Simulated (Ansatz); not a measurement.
Take BeTe in the zinc blende structure (space group F-43m, No. 216) as the base.

Space group F-43m (No. 216); a = b = c = 5.657 Å, α = β = γ = 90.00°

| atom | site | symmetry | x | y | z |
|---|---|---|---|---|---|
| Te | 4c | -43m | 0.2500 | 0.2500 | 0.2500 |
| Be | 4a | -43m | 0.0000 | 0.0000 | 0.0000 |
(The calculation used a cell of 2 atoms; values per cell refer to that cell.)

Method: Ansatz (an electronic-structure program), r2SCAN, PAW, cutoff 500 eV, no spin-orbit coupling.

Before the change:

Electron mass: 2.1 mₑ along k, 0.25 mₑ across (at X)
Band gap: 2.38 eV

Perturbation: cell and atoms relaxed at a pressure of 30 GPa.

Q: What does the calculation give for the electron mass after the change?

A: The electron mass goes from 2.1 mₑ along k, 0.25 mₑ across (at X) to 1.2 mₑ along k, 0.21 mₑ across (at X).

Q: Estimate the effect on the band gap.

A: The band gap falls by 0.87 eV to 1.51 eV.

With Te present, leaving out spin-orbit coupling can change the band edges. Load acts through the strain it causes; cell and atoms are relaxed under it. Masses are band curvatures over ±0.01 Å⁻¹ around the edge. Along k means along the line from Γ to the band edge. Stability against distortions was not tested. No other phases were tried under pressure.
